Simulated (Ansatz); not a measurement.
## Hypothetical rock salt GaAs, pressure series

Consider GaAs in the rock salt structure (space group Fm-3m, No. 225; a = 5.3148 Å; a hypothetical phase, not in the database extracts checked).

Cell and atoms are relaxed at each pressure.

The values are results of Ansatz (a program for electronic structure) PBE-D3(BJ), no spin-orbit coupling, not measurements.

Two rows of this table had their results exchanged by mistake.

```json
[
 {"pressure": "pressure −2 GPa", "volume per atom (Å³)": "19.28", "shortest distance (Å)": "2.681", "band gap": "zero"},
 {"pressure": "pressure −1 GPa", "volume per atom (Å³)": "19.01", "shortest distance (Å)": "2.669", "band gap": "zero"},
 {"pressure": "pressure 0.3 GPa", "volume per atom (Å³)": "18.43", "shortest distance (Å)": "2.642", "band gap": "zero"},
 {"pressure": "pressure 0.7 GPa", "volume per atom (Å³)": "18.61", "shortest distance (Å)": "2.650", "band gap": "zero"},
 {"pressure": "pressure 1.5 GPa", "volume per atom (Å³)": "18.70", "shortest distance (Å)": "2.654", "band gap": "zero"},
 {"pressure": "pressure 3 GPa", "volume per atom (Å³)": "18.13", "shortest distance (Å)": "2.627", "band gap": "zero"},
 {"pressure": "pressure 5 GPa", "volume per atom (Å³)": "17.76", "shortest distance (Å)": "2.609", "band gap": "zero"},
 {"pressure": "pressure 7.5 GPa", "volume per atom (Å³)": "17.35", "shortest distance (Å)": "2.589", "band gap": "zero"},
 {"pressure": "pressure 10 GPa", "volume per atom (Å³)": "16.99", "shortest distance (Å)": "2.571", "band gap": "zero"}
]
```

Q: Which two?

A: The rows for pressure 0.3 GPa and pressure 1.5 GPa: the volume has to fall steadily with pressure, so 18.70 Å³ belongs to pressure 0.3 GPa and 18.43 Å³ to pressure 1.5 GPa.

Load acts through the strain it causes; cell and atoms are relaxed under it. Stability against distortions was not tested. No other phases were tried under pressure. The base started in Pnma and relaxed to Fm-3m at this level. The final runs are not spin-polarised.
